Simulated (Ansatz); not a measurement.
A calculation on AlB2-type HfB2 returned lattice constant a 3.122 Å, lattice parameter c 3.455 Å, equilibrium volume per atom 9.72 Å³/atom.

For reference: lattice constant a 3.14 Å (measured, temperature not stated, copied from a table, unchecked, no zero-point or thermal correction; as tabulated in Journal of Nuclear Materials 21, 14 (1967)); lattice parameter c 3.48 Å (measured, temperature not stated, copied from a table, unchecked, no zero-point or thermal correction; as tabulated in Journal of Nuclear Materials 21, 14 (1967)); equilibrium volume per atom 9.91 Å³/atom (measured, room temperature, no zero-point or thermal correction; as tabulated in Burrage et al. (2022), doi:10.3390/ma15082762).

Task: Which level of theory produced these numbers?
A. rVV10 (Ansatz, a quantum-chemistry and plane-wave program)
B. LDA (Ansatz)
C. PBE-D3(BJ) (Ansatz)
D. PBE (Ansatz)

Result: C, PBE-D3(BJ) (Ansatz)

The others give: PBE 3.145 Å, 3.486 Å, 9.96 Å³/atom; LDA 3.103 Å, 3.421 Å, 9.51 Å³/atom; rVV10 3.146 Å, 3.508 Å, 10.02 Å³/atom.

Unless a cell is named, each level is at its own relaxed cell (LDA 9.51, PBE 9.96, PBE-D3(BJ) 9.72, rVV10 10.02 Å³/atom).

Ansatz's density-functional and Hartree–Fock values are scalar-relativistic unless marked +SOC, with PAW data made under PBE.
